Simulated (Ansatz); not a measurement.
Consider GaAs in the zinc blende structure (space group F-43m, No. 216; a = 5.6028 Å). Axes: x, y, z lie along the cube axes.

Method: LDA/PAW in Ansatz (a quantum-chemistry and plane-wave program), spin-orbit coupling left out.

Base values:

| Quantity | Result |
|---|---|
| Shortest interatomic distance | 2.426 Å |
| Gap character | direct at Γ |
| Band gap | 0.49 eV |

Now apply this change: tensile biaxial strain of 2.50 % in the plane normal to [111], as in epitaxy on a mismatched substrate; the out-of-plane cell vector and the atoms relax.

Task: How does this affect the energy relative to the base, out-of-plane strain, shortest interatomic distance, gap character and band gap?

Result: The energy rises by 14 meV/atom; the out-of-plane strain comes out as -1.09 %; the shortest interatomic distance goes up by 0.004 Å (2.426 Å → 2.430 Å); the gap character changes from direct at Γ to indirect, Γ–S₀ (7 % along) → Γ; the band gap drops by 0.36 eV, from 0.49 eV to 0.13 eV.

Stability against distortions was not tested. A zero or small gap of GaAs under biaxial strain +2.50 %, plane normal [111], relaxed out of plane can be the functional's error rather than a property of the material. k-point labels follow each cell's own Brillouin zone.
